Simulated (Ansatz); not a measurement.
A hypothetical phase is included: elements placed on a structure type, which no database files for this compound.

By r2SCAN, the system below comes out a metal.

Consider the following.

```xyz
2
Lattice="2.6856 0.0000 0.0000 1.3428 2.6504 0.2339 0.0000 2.2181 4.8338" Properties=species:S:1:pos:R:3 pbc="T T T"
Ge     0.0000     0.0000     0.0000
Si     1.3428     1.1091     2.4169
```

The cell was relaxed by PBE-D3(BJ); by r2SCAN it stands under a pressure of 2.2 GPa.

The current flows along the normal of the first two printed cell vectors. No spin-orbit coupling; the value is a mean over 0.1 eV about the Fermi level.

Give the ballistic conductance per area that r2SCAN run with Ansatz (an electronic-structure program) yields.

1.7 × 10¹⁵ S/m² for both spins.
